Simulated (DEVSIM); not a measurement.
System: abrupt GaP n-p junction, at 250 K.

Layer 1 from the left is GaP, thickness (μm) 18.0, Nd (cm⁻³) 1.1e15, τn (s) 8.7e-7, τp (s) 8.7e-7. Layer 2 from the left is GaP, thickness (μm) 16.0, Na (cm⁻³) 3e14, τn (s) 8.7e-7, τp (s) 8.7e-7.

Left contact: ohmic. Right contact: ohmic. Voltage is applied to the left contact. Recombination: SRH at mid-gap, radiative. Mobility is constant in doping.

Constants are typed, rounded textbook-type inputs, not results; the design itself was drawn at random and stands for no fabricated device. Values at 300 K; Nc and Nv go as T^1.5, mobilities as T to minus their exponent, the gap by Varshni's rule with the affinity fixed.

GaP: gap (eV) 2.26, affinity (eV) 3.8, permittivity 11.1, Nc (cm⁻³) 1.8e19, Nv (cm⁻³) 1.9e19, μn (cm²/Vs) 250, μp (cm²/Vs) 150, T exponent of μn 1.6, T exponent of μp 1.98, B (cm³/s) 1e-13, Varshni α (eV/K) 0.00058, Varshni β (K) 372.

Model (solved in DEVSIM): 1D drift-diffusion, Boltzmann statistics, complete ionisation; no tunnelling, impact ionisation, image-force lowering or self-heating.

Dark forward current:

```tsv
|V| (V)	|J| (A/cm²)
0.90	1.679e-13
0.95	5.520e-13
1.00	1.818e-12
1.05	6.003e-12
1.10	1.987e-11
1.15	6.596e-11
1.20	2.198e-10
1.25	7.359e-10
1.30	2.482e-9
1.35	8.478e-9
1.40	2.975e-8
1.45	1.110e-7
1.50	4.729e-7
1.55	2.537e-6
1.60	1.777e-5
1.65	0.0001513
1.70	0.001415
1.75	0.01321
1.80	0.09743
1.85	0.4169
1.90	1.099
1.95	2.180
2.00	3.665
2.05	5.552
2.10	7.835
2.15	10.50
```

Question: Work out the local ideality factor n = ΔV / (kT/q · ln(J2/J1)) between the rows 0.90 and 0.95 V, 1.65 and 1.70 V, 2.10 and 2.15 V.

Answer: kT/q = 21.54 mV. From 0.90 to 0.95 V: ln(5.520e-13/1.679e-13) = 1.190, n = 1.95, near the 2 of recombination in the depletion region. From 1.65 to 1.70 V: ln(0.001415/0.0001513) = 2.236, n = 1.04, near the 1 of diffusion or emission over a barrier. From 2.10 to 2.15 V: ln(10.50/7.835) = 0.293, n = 7.93.

Question: Estimate the current at 1.70 V from the Shockley equation with J0 = Σ q ni² D/(N L) coth(W/L), τ joining the SRH, radiative and Auger lifetimes that are on, and W taken as the whole layer.

Answer: ni² = 2.18e-8 cm⁻⁶; holes in the n layer: μ = 215 cm²/Vs, D = 4.64 cm²/s, τ = 8.70e-7 s, L = 20.1 μm, W/L = 0.90, term 1.03e-38 A/cm²; electrons in the p layer: μ = 335 cm²/Vs, D = 7.21 cm²/s, τ = 8.70e-7 s, L = 25.0 μm, W/L = 0.64, term 5.94e-38 A/cm². J0 = 6.97e-38 A/cm², and J = J0 exp(qV/kT) = 0.00132 A/cm². The simulation gives 0.00142 A/cm²; the estimate lies 7.0 % below. The estimate leaves out recombination in the depletion region and that region's share of W.
